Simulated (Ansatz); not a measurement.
Start from TiC in the rock salt structure (space group Fm-3m, No. 225; a = 4.328 Å; relaxed with 0.1 eV smearing). Axes: x, y, z lie along the cube axes.

All numbers come from r2SCAN (Ansatz, a first-principles code, PAW, no SOC).

Before the change:

- Pressure: 0.0 GPa

One thing is altered: biaxial strain +4.00 %, plane normal [001], relaxed out of plane (Cartesian); in-plane vectors clamped, the third vector and the atoms free.

Q: Predict the new ratio −ε⊥/ε∥, energy relative to the base and pressure.

A: The ratio −ε⊥/ε∥ amounts to 0.44; the energy rises by 53 meV/atom; the pressure (mean of the normal stresses, compression positive) goes from zero to -12.7 GPa.

No phonon test of stability was made. All final runs are without spin polarisation.
